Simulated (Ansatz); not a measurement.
## How far to go with zone-centre phonons against the mesh: ZrSc (P-6m2, 2 atoms in the cell)

```
CELL_PARAMETERS angstrom
      3.29926     0.00000     0.00000
     -1.64963     2.85725     0.00000
      0.00000     0.00000     5.18079
ATOMIC_POSITIONS crystal
  Zr 0.66667 0.33333 0.00000
  Sc 0.00000 0.00000 0.50000
```

Level of theory: LDA (PW92), default PAW files made with PBE (plane waves; Ansatz, an electronic-structure program).

Base settings: basis.ecutwfc = 420 eV; kpoints.mp_grid.grid = 11 11 7; hamiltonian.xc = lda; hamiltonian.pseudopotentials = {kind: paw} (the program's default PAW files); scf.occupations.method = fermi_dirac; scf.occupations.width = 0.1 eV.

In this ladder: phonons.method = dfpt.

Frequencies are those of the unrelaxed cell, without the LO-TO term of polar crystals.

Only quantities that move along the ladder and can be compared are tabulated.

Core times come from one kind of shared machine, to one figure; runs under 30 s give none.

The starting cell comes from a database of computed structures (which also holds hypothetical and non-ambient phases and stackings), without a prior relaxation at this level. Its lattice was rescaled by up to half a per cent. In the base run, with a pressure of about -7 GPa the cell is away from its equilibrium volume at this level.

Steps (kpoints.mp_grid.grid): 3 3 2; 4 4 2; 5 5 3; 6 6 3; 7 7 4; 9 9 5; 11 11 6; 14 14 8; 17 17 10; 21 21 12; 26 26 15.

What is the coarsest kpoints.mp_grid.grid that holds the highest zone-centre frequency within 2 cm⁻¹ of the last step, with all finer ones?

9 9 5; the step before is off by 5.3 cm⁻¹.

```csv
kpoints.mp_grid.grid,highest zone-centre frequency (cm⁻¹),core time / last (rough)
3 3 2,176.0,–
4 4 2,86.8,–
5 5 3,119.8,–
6 6 3,131.7,–
7 7 4,138.8,–
9 9 5,132.6,–
11 11 6,133.7,0.05
14 14 8,133.4,0.1
17 17 10,133.4,0.2
21 21 12,133.4,0.3
26 26 15,133.4,1
```

Keys are those of Ansatz 0.2.
